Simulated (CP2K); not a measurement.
Band structure of CaCd₂ (Imma, 6 atoms in the cell).

```
CaCd2
1.0
    6.17034     0.00000     0.00000
   -0.45846     6.15328     0.00000
   -1.51733    -4.31923     4.13704
Ca Cd
2 4
Direct
  0.79145   0.54145   0.25000
  0.20855   0.45855   0.75000
  0.61667   0.16455   0.45212
  0.38333   0.83545   0.54788
  0.21243   0.16455   0.04788
  0.78757   0.83545   0.95212
```

Level of theory: LDA (Pade form), GPW, DZVP-MOLOPT-SR-GTH basis, GTH-PADE potentials (GTH_POTENTIALS) run with CP2K 2026.2.

Settings: CUTOFF = 500 Ry; REL_CUTOFF = 50 Ry; SMEAR/METHOD = FERMI_DIRAC; ELECTRONIC_TEMPERATURE = 1160.45 K; KPOINTS/SCHEME = MONKHORST-PACK 4 4 4; GAMMA_CENTERED = T; XC_FUNCTIONAL = PADE; Ca/BASIS_SET = DZVP-MOLOPT-SR-GTH-q10; Ca/POTENTIAL = GTH-PADE-q10; Cd/BASIS_SET = DZVP-MOLOPT-SR-GTH-q12; Cd/POTENTIAL = GTH-PADE-q12; METHOD = GPW; EPS_DEFAULT = 1e-10; EXTRAPOLATION = USE_GUESS.

The starting cell comes from a database of computed structures (which also holds hypothetical and non-ambient phases and stackings), without a prior relaxation at this level. Values carry the incompleteness of an atom-centred basis.

Levels in eV from the Fermi level, bands 31 to 36:
```csv
point,31,32,33,34,35,36
Γ,-2.19,-0.92,-0.55,-0.01,0.18,0.53
X,-4.15,-2.61,-1.83,-0.58,0.47,1.04
L,-4.14,-2.58,-1.72,-0.65,0.43,1.10
T,-2.82,-2.82,-1.28,-1.28,0.77,0.77
W,-3.47,-3.47,-0.14,-0.14,0.65,0.65
R,-3.46,-2.16,-1.00,-0.69,0.04,0.21
X1,-4.15,-2.61,-1.83,-0.58,0.47,1.04
Z,-4.37,-2.66,-0.42,0.44,1.98,2.06
Y,-4.35,-2.52,-0.42,0.46,1.99,2.06
S,-1.46,-1.41,-0.19,-0.11,0.78,0.79
```

Bands cross the Fermi level along this path, so the cell is metallic at this level.

Higher empty bands are left out: an atom-centred basis made for the valence describes them poorly.
